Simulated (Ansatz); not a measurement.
The starting structures come from a database of crystals and need not be the phases stable at ambient conditions.

By PBEsol, the system below comes out a metal.

The ballistic (Sharvin) conductance counts the channels at the Fermi level: G/A = (e²/h) × channels of both spins per area.

Consider the following.

```
AlOs
1.0
    2.93795     0.00000     0.00000
    0.00000     2.93795     0.00000
    0.00000     0.00000     2.93795
Al Os
1 1
Direct
  0.00000   0.00000   0.00000
  0.50000   0.50000   0.50000
```

Space group of this cell: Pm-3m, CsCl type. The cell is strained (all lengths scaled by 0.98); by PBEsol its mean pressure is 15.7 GPa.

The current flows along the normal of the first two printed cell vectors, the (001) plane of the conventional cell. No spin-orbit coupling; the value is a mean over 0.1 eV about the Fermi level.

Task: State the ballistic conductance per area according to PBEsol in Ansatz (a program for electronic structure).

Result: 1.3 × 10¹⁵ S/m² for both spins.
